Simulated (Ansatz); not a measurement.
An Ansatz (a quantum-chemistry and plane-wave program) run: Ni3N with a change (non-magnetic); Ansatz PBEsol, no spin-orbit coupling.

Input:

Ansatz 0.2 input:
```yaml
crystal:
  lattice:
    - [4.5460410732, 0, 0]
    - [-2.2730205366, 3.9369870561, 0]
    - [0, 0, 4.2398874967]
  atoms:
    - { symbol: Ni, position: [0, 0.6708493009, 0.5] }
    - { symbol: Ni, position: [0.3291506991, 0, 0] }
    - { symbol: Ni, position: [0.3291506991, 0.3291506991, 0.5] }
    - { symbol: Ni, position: [0, 0.3291506991, 0] }
    - { symbol: Ni, position: [0.6708493009, 0, 0.5] }
    - { symbol: Ni, position: [0.6708493009, 0.6708493009, 0] }
    - { symbol: N, position: [0.6666666667, 0.3333333333, 0.75] }
    - { symbol: N, position: [0.3333333333, 0.6666666667, 0.25] }
basis: { ecutwfc: 420, ecutrho_ratio: 4, xc_grid: 2, fft_grid_basis: typed }
kpoints: { mp_grid: { grid: [12, 12, 11] } }
hamiltonian:
  xc: pbesol
  dispersion: none
  pseudopotentials: { kind: paw }
scf: { occupations: { method: fermi_dirac, width: 0.05 }, convergence: { dr2_threshold: 0.0000000008 } }
output: { forces: true, stress: true }
checkpoint: { write: state.ck, write_every: 1000 }
```

Output (explanatory and most iteration lines left out):

```
Pseudopotential: Ni, paw, valence charge 18
Pseudopotential: N, paw, valence charge 5
Crystal: 8 atoms, lattice volume = 75.884 Å³
Basis set: ecut = 420 eV, 1497 PW (Γ), exchange–correlation on 64×64×60 points (8 copies of the dense FFT grid, shifted against one another)
Bands: 70, of which v1, the nominal top of the filled ones, is band 59 counted from 1 (58 counted from 0)
Symmetry: 12 space group operations
Space group: P6322 (ITA 182), of the structure as read, at distance tolerance 4.2e-5 Å
k-points: 114 of 1584 (time reversal used)
Functional: x = pbesol(κ = 0.804, μ = 0.12345679012345678), c = pbesol(β = 0.046)
SCF iter   1: F=—  HF=-35587.256393 eV  |F-HF|=—  |Δ(HF+E_count)|=         —  Δρ=2.37e-2  dr2=2.20e-1  ethr=1.77e-3  ⟨swp⟩=5.8  Hψ=23754  notcnv=0  defer=168
SCF iter   2: F=—  HF=-35587.198672 eV  |F-HF|=—  |Δ(HF+E_count)|=   5.77e-2  Δρ=7.81e-3  dr2=3.34e-2  ethr=1.86e-4  ⟨swp⟩=2.8  Hψ=15533  notcnv=0  defer=285
SCF 1 converged in 10 iterations: F = -35587.188461 eV  dr2 = 2.70e-10
SCF converged after 10 iterations
Free energy (F): -35587.188461 eV
Internal energy: -35587.151941 eV  (E = F + TS)
E sigma→0 (E₀):  -35587.170201 eV
Entropy (-TS):   -0.036520 eV (-4.565 meV/atom)
Fermi energy:    17.844909 eV
--- Forces (eV/Å), atoms counted from 1 ---
  atom   1  Ni    -0.00000328     0.00000568     0.00000000
  atom   2  Ni    -0.00000656     0.00000000     0.00000000
  atom   3  Ni    -0.00000328    -0.00000568     0.00000000
  atom   4  Ni     0.00000328    -0.00000568    -0.00000000
  atom   5  Ni     0.00000656     0.00000000    -0.00000000
  atom   6  Ni     0.00000328     0.00000568     0.00000000
  atom   7  N      0.00000000     0.00000000     0.00000000
  atom   8  N      0.00000000    -0.00000000     0.00000000
--- Stress (GPa, compression-positive) ---
        0.002607       0.000000       0.000000
        0.000000       0.002607       0.000000
        0.000000       0.000000       0.009701
  P = ⅓ Tr σ = 0.0050 GPa (0.050 kbar)
```

Whether these cells are dynamically stable was not tested. The final runs are not spin-polarised. The cell was made from Ni₃N (space group P6_322, No. 182; non-magnetic; a cell from a computed database, its experimental status unchecked) by this change: non-magnetic.
